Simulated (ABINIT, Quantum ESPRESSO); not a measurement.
A Quantum ESPRESSO input for a self-consistent single point of YCu2Ge2 (I4/mmm, 5 atoms in the cell) (DFT, PBEsol, plane waves, PSlibrary ultrasoft (PBE) pseudopotentials):

```fortran
&CONTROL
 calculation = 'scf'
 prefix = 'pwscf'
 outdir = './tmp'
 pseudo_dir = './'
 verbosity = 'high'
 tprnfor = .true.
 tstress = .true.
/
&SYSTEM
 ibrav = 7
 celldm(1) = 7.5567842258
 celldm(3) = 2.549030503056
 nat = 5
 ntyp = 3
 ecutwfc = 50
 ecutrho = 350
 occupations = 'smearing'
 smearing = 'fermi-dirac'
 degauss = 0.0073499
 input_dft = 'pbesol'
/
&ELECTRONS
 conv_thr = 1e-10
/
ATOMIC_SPECIES
Y     88.9058  Y.pbe-spn-rrkjus_psl.1.0.0.UPF
Cu    63.5460  Cu.pbe-dn-rrkjus_psl.1.0.0.UPF
Ge    72.6300  Ge.pbe-n-rrkjus_psl.1.0.0.UPF
ATOMIC_POSITIONS {angstrom}
Y     0.0000000000    0.0000000000    0.0000000000
Cu   -1.9994390000    0.0000000000    2.5483155000
Cu    0.0000000000    1.9994390000    2.5483155000
Ge    0.0000000000    0.0000000000    6.3130948871
Ge    0.0000000000    0.0000000000    3.8801671129
K_POINTS {automatic}
7 7 7  0 0 0
```

Question: Give the ABINIT input for the same structure, mesh, smearing and functional.

Answer: This is the input that was run; spellings and numerical settings could be chosen otherwise.

```
# Y(CuGe)2, JTH v2.0 PBE PAW
pp_dirpath "./"
pseudos "Y.GGA_PBE-JTH.xml, Cu.GGA_PBE-JTH.xml, Ge.GGA_PBE-JTH.xml"
acell 11.0142278540 11.0142278540 11.0142278540
rprim
        -0.3430464816    0.3430464816    0.8744359456
         0.3430464816   -0.3430464816    0.8744359456
         0.3430464816    0.3430464816   -0.8744359456
natom 5
ntypat 3
znucl 39 29 32
typat 1 2 2 3 3
xred
         0.0000000000    0.0000000000    0.0000000000
         0.7500000000    0.2500000000    0.5000000000
         0.2500000000    0.7500000000    0.5000000000
         0.6193400000    0.6193400000    0.0000000000
         0.3806600000    0.3806600000    0.0000000000
ecut 30
pawecutdg 60
pawovlp -1
pawxcdev 0
ixc -116133
occopt 3
tsmear 0.1 eV
nband 49
kptopt 1
ngkpt 7 7 7
nshiftk 1
shiftk 0 0 0
nstep 50
tolvrs 1.0e-11
prtwf 0
prtden 0
prtvol 1
```

Basis settings and potentials, where a program has them, do not carry over. This input uses DFT, PBEsol, plane waves, PAW (JTH v2.0 PBE PAW, files made for PBE).

The starting cell comes from a database of computed structures (which also holds hypothetical and non-ambient phases and stackings), without a prior relaxation at this level. Its lattice was rescaled by a random factor within 2.5 % of one.
